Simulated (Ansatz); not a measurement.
The starting structures come from a database of crystals and need not be the phases stable at ambient conditions.

 Where the default PAW files enter, the runs use the earlier of Ansatz's two default sets.

Crystal: Ba$_{2}$TaBiO$_{6}$ (Fm-3m, not sure to be the ambient phase, 10 atoms a cell, 16.4 Å³ an atom, -4 GPa at this level); planes in its conventional cell.

All values below come from r2SCAN (plane waves, PAW; Ansatz, an electronic-structure program).

No gap correction and no spin-orbit coupling; mid-gap values are interpolated between computed energies.

```
plane  area of the cell (Å²)  mid-gap κ (1/Å)  largest κ in the gap (1/Å)
-----  ---------------------  ---------------  --------------------------
(111)                   32.7             0.29                        0.29
(001)                   37.7                …                           …
(110)                   53.4                …                           …
```

Question: The slowest decay depends on the direction. Supply the withheld values.

Answer: 
- (001), mid-gap κ (1/Å): 0.22
- (001), largest κ in the gap (1/Å): 0.22
- (110), mid-gap κ (1/Å): 0.26
- (110), largest κ in the gap (1/Å): 0.26
